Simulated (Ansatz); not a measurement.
Consider Ag in the fcc (Cu type) structure (space group Fm-3m, No. 225; a = 4.001 Å; relaxed with 0.1 eV smearing). Axes: x, y, z lie along the cube axes.

The values are results of LDA (Ansatz, a first-principles code, PAW, no spin-orbit coupling), not measurements.

Base values:

* **Shortest interatomic distance**: 2.829 Å

Modification: tensile biaxial strain of 2.50 % in the plane normal to [001], as in epitaxy on a mismatched substrate; the out-of-plane cell vector and the atoms relax.

**Question.** What does the calculation give for the out-of-plane strain, in-plane stress and shortest interatomic distance after the change?

**Answer.** The out-of-plane strain is -3.82 %; the mean in-plane stress (compression positive) is -1.9 GPa; the shortest interatomic distance falls by 0.017 Å to 2.812 Å.

No phonon test of stability was made.
